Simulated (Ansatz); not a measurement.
Hf: pressure series

Start from Hf in the hcp (Mg type) structure (space group P6_3/mmc, No. 194; a = 3.1179 Å, c = 4.9463 Å).

Cell and atoms are relaxed at each pressure.

All numbers come from Ansatz (a program for electronic structure) LDA, spin-orbit coupling left out.

| P (GPa) | V (Å³/atom) |
|---|---|
| -2.00 | 21.181 |
| -1.00 | 20.998 |
| 0.89 | 20.670 |
| 2.10 | 20.470 |
| 4.50 | 20.099 |
| 9.00 | 19.473 |
| 15.00 | 18.752 |
| 22.50 | 17.986 |

A third-order Birch–Murnaghan fit to these points gives V₀ = 20.82 Å³/atom, B₀ = 120 GPa and B₀′ = 3.4. At pressure 22.5 GPa the volume is 86.4 % of V₀.

Load acts through the strain it causes; cell and atoms are relaxed under it. No phonon test of stability was made. Competing high-pressure phases were not computed. The final runs are not spin-polarised.
